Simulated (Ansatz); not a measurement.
# Voigt–Reuss–Hill shear modulus of TiO2 (Pbca, No. 61) at several levels of theory

No measured value is used here.

| level (code) | value (GPa) | cell (Å³/atom) |
|---|---|---|
| LDA (Ansatz) | … | 10.36 |
| PBE (Ansatz) | 78.1 | 10.98 |
| r²SCAN (Ansatz) | 89.9 | 10.72 |

Task: Some entries are withheld; supply them.

Result: 
- LDA (Ansatz, an electronic-structure program), value (GPa): 90.8

LDA, PBE, r²SCAN: the relaxation could not lower the start's symmetry, so the cell can be a saddle point above a distorted one. Each level is taken at its own relaxed cell. Cutoffs differ between the levels. Ansatz's density-functional and Hartree–Fock values are scalar-relativistic unless marked +SOC, with PAW data made under PBE.
